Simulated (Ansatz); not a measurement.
SrHfN2 (model structure, started from the MgZrN2 type, I4₁/amd, No. 141, 8 atoms in the cell) was calculated with r²SCAN+rVV10 in Ansatz (PAW).

Settings: plane-wave cutoff 560 eV, 10×10×10 k mesh, Fermi–Dirac smearing 0.01 eV, scalar-relativistic PAW data made under PBE.

Cell (relaxed at this level):

HfSrN2 has the tetragonal space group I4₁/amd, origin choice 1 (No. 141), Pearson symbol tI16. Conventional cell: a = 4.851 Å, b = 4.851 Å, c = 9.762 Å, α = 90.00°, β = 90.00°, γ = 90.00°. Sr on 4b is coordinated by 4 N at 2.442 Å and 2 N at 2.727 Å (octahedral). Hf on 4a has 2 N at 2.154 Å and 4 N at 2.442 Å (octahedral). N on 8e is coordinated by 1 Hf at 2.154 Å and 2 Hf at 2.442 Å and 2 Sr at 2.442 Å and 1 Sr at 2.727 Å (octahedral). (Neighbours: up to the widest gap in distance over summed covalent radii, below 1.35, at either atom; cation-cation and far metal-metal contacts left out.)
(The calculation used a cell of 8 atoms; values per cell refer to that cell.)

Q: Predict the band gap.

A: 
band gap: 0.27 eV (on the SCF k mesh)

Note: the relaxation could raise the start's symmetry but not lower it, so the cell can be a saddle point.

Spin–orbit coupling is not included; it can close the smallest gap of 0.27 eV.

Computed values are for the static lattice.

A model structure was made by putting elements into a prototype or built by hand; it is no filed structure, need not be a known phase, and can be a saddle point held by its symmetry.

Ansatz is a first-principles code.
